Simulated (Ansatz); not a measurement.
A (12,3) carbon nanotube has 84 atoms in a period of 6.525 Å, a mean diameter of 10.84 Å, and lies 68 meV/atom over the flat sheet relaxed at the same level.

These are PBE (plane waves to 420 eV, PAW; Ansatz, a program for electronic structure) values and carry that method's errors. Mesh 1×1×12. No spin polarisation. One-dimensional cell, images about 11 Å apart. An idealised model, rolled from the flat sheet. Symmetry and one short period hold its shape; lower forms weren't sought.

Question: Which bending rigidity of the sheet does this imply in the thin-plate picture?

Answer: A plate bent to radius R stores D/(2R²) an area. The area an atom is π × 10.84 × 6.525/84 = 2.65 Å², so the stored energy is 0.068/2.65 = 0.0257 eV/Å². With R = 5.420 Å, D = 2R² × 0.0257 = 1.5 eV.
